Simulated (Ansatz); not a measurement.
NdB₄ (P4/mbm, No. 127), treated with r²SCAN+rVV10 (PAW; Ansatz, a quantum-chemistry and plane-wave program).

Run with plane-wave cutoff 560 eV, 8×8×14 k mesh (along the axes of the cell as run), Fermi–Dirac smearing 0.05 eV, spin-polarised with parallel moments, scalar-relativistic PAW data made under PBE.

Computed at the level's own relaxed cell.

### Question
Give the computed equilibrium lattice constant a and c axis length.

### Answer

- equilibrium lattice constant a: 7.203 Å
- c axis length: 4.095 Å

Note: the magnetic order was assumed, not searched for or taken from measurement; the relaxation could not lower the start's symmetry, so the cell can be a saddle point above a distorted one; the 4f shell is treated without U or exact exchange, so its levels and filling can be wrong.

Spin–orbit coupling is not included; it can open a gap where bands touch, and shift volumes and moduli.

It cost around 70 core-minutes (rough) of CPU time.
